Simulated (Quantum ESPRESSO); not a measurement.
Quantum ESPRESSO run on TiSb (P6_3/mmc, 4 atoms in the cell): self-consistent single point.

Computed with PBEsol, GBRV 1.5 ultrasoft (PBESOL) pseudopotentials (plane waves; Quantum ESPRESSO).

```
CELL_PARAMETERS angstrom
      4.10330     0.00000     0.00000
     -2.05165     3.55356     0.00000
      0.00000     0.00000     6.28360
ATOMIC_POSITIONS crystal
  Ti 0.00000 0.00000 0.00000
  Ti 0.00000 0.00000 0.50000
  Sb 0.33333 0.66667 0.25000
  Sb 0.66667 0.33333 0.75000
```

Reference input (self-consistent single point, DFT, PBEsol, plane waves, GBRV 1.5 ultrasoft (PBESOL) pseudopotentials): ecutwfc = 50 Ry; ecutrho = 400 Ry; occupations = smearing; smearing = marzari-vanderbilt; degauss = 0.0036749 Ry; potentials = {Ti: ti_pbesol_v1.4.uspp.F.UPF, Sb: sb_pbesol_v1.4.uspp.F.UPF}; K_POINTS = automatic 8 8 4 0 0 0; conv_thr = 1e-10 Ry; mixing_beta = 0.4. This run's input differs from it in these lines:

```diff
@@ -12,4 +12,4 @@
    ntyp = 2,
-   ecutwfc = 50,
-   ecutrho = 400,
+   ecutwfc = 25,
+   ecutrho = 200,
    occupations = 'smearing',
```

Output (repeated stretches shortened):

```
     Self-consistent Calculation

     iteration #  1     ecut=    25.00 Ry     beta= 0.40

     negative rho (up, down):  3.549E-03 0.000E+00

     total energy              =    -606.70797321 Ry
     estimated scf accuracy    <       3.69983412 Ry

     iteration #  2     ecut=    25.00 Ry     beta= 0.40

     negative rho (up, down):  3.135E-03 0.000E+00

     total energy              =    -607.04086056 Ry
     estimated scf accuracy    <       0.23977833 Ry

     iteration #  3     ecut=    25.00 Ry     beta= 0.40

     negative rho (up, down):  2.941E-03 0.000E+00

     total energy              =    -607.11103822 Ry
     estimated scf accuracy    <       0.01046179 Ry

   [... 8 blocks of this kind left out ...]

     iteration # 12     ecut=    25.00 Ry     beta= 0.40

     negative rho (up, down):  2.478E-03 0.000E+00

     total energy              =    -607.11311623 Ry
     estimated scf accuracy    <          4.3E-10 Ry

     iteration # 13     ecut=    25.00 Ry     beta= 0.40

     negative rho (up, down):  2.478E-03 0.000E+00
     End of self-consistent calculation

     the Fermi energy is    11.7097 ev

!    total energy              =    -607.11311623 Ry
     estimated scf accuracy    <          2.2E-12 Ry
     smearing contrib. (-TS)   =      -0.00015359 Ry
     internal energy E=F+TS    =    -607.11296264 Ry

     convergence has been achieved in  13 iterations

     negative rho (up, down):  2.478E-03 0.000E+00

     Forces acting on atoms (cartesian axes, Ry/au):

     atom    1 type  1   force =     0.00000000   -0.00000000    0.00000000
   [... zero for the other atoms too ...]

     Total force =     0.000000     Total SCF correction =     0.000000

     negative rho (up, down):  2.478E-03 0.000E+00
          total   stress  (Ry/bohr**3)                   (kbar)     P=     -837.54
  -0.00569760   0.00000000   0.00000000         -838.15        0.00        0.00
   0.00000000  -0.00569760  -0.00000000            0.00     -838.15       -0.00
   0.00000000   0.00000000  -0.00568517            0.00        0.00     -836.32

   JOB DONE.
```

The run converged in 13 iterations. Against the reference run the free energy rises by 1.77 eV/atom and the pressure goes from -6.20 to -83.75 GPa.

The starting cell comes from a database of published, mostly measured structures (it also holds non-ambient and calculated ones), without a prior relaxation at this level. Spin polarisation is off. At the lowered cutoff the pressure carries the error of an incomplete plane-wave basis.

Cost on one core of a shared machine: roughly 60 s.
